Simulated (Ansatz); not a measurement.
Structures of equal composition on the (100) surface of fcc Cu: a layer of Rh in place of the second plane; a layer of Rh in place of the third plane. The slabs share one bottom face, and each structure is named by its start. These are constructed structures in small cells; real faces may alloy, dewet or reconstruct in larger ones, and not all known structures of the face are among them. Slabs of about 9 Å with all that they carry, Fermi-Dirac smearing of 0.1 eV. Bottom of the slabs: a bare face, its two planes held. Relaxed from the named starts with such symmetry as they have, on meshes of like density; energies extrapolated to zero smearing; no spin-orbit coupling, no U. Spin-polarised runs, if any, are marked in brackets, and their order is one that fits the cell; the others ran without spin.

Calculation: PBE (plane waves to 420 eV, PAW; Ansatz, a quantum-chemistry and plane-wave program).

Question: Order them by energy per 1x1 cell (lowest first) at the level PBE.

Answer: a layer of Rh in place of the third plane (0.000 eV), a layer of Rh in place of the second plane (0.027 eV)
